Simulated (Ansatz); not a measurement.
**WO3 (within 0.1 Å of Pbcm, No. 57, 16 atoms in the cell; start mp-636148)**

All values below come from PBEsol in Ansatz (plane waves, PAW).

Settings: plane-wave cutoff 500 eV, 10×6×6 k mesh (along the axes of the cell as run), gaussian smearing 0.02 eV, no spin polarisation, scalar-relativistic PAW data made under PBE.

Cell (relaxed at this level):

WO$_{3}$ is modelled in the orthorhombic space group Pbcm (No. 57), Pearson symbol oP16. Lattice parameters: a = 3.8590 Å, b = 7.6987 Å, c = 7.4894 Å, α = β = γ = 90.00°. W on 4d sees 2 O at 1.782 Å and 2 O at 1.895 Å and 2 O at 2.085–2.087 Å. O1 on 4d is surrounded by 1 W at 1.782 Å and 1 W at 2.085 Å (linear). O2 on 4c is surrounded by 2 W at 1.895 Å. O3 on 4d is coordinated by 1 W at 1.782 Å and 1 W at 2.087 Å. (Neighbours: up to the widest gap in distance over summed covalent radii, below 1.35, at either atom; cation-cation and far metal-metal contacts left out.)

```yaml
band_gap: 1.35 eV (on the SCF k mesh)
```

Spin–orbit coupling is not included.

Cost on a shared machine: roughly 18 core-minutes.

A start named mp-… is a Materials Project structure, which need not be a measured phase.

Ansatz is a first-principles code.
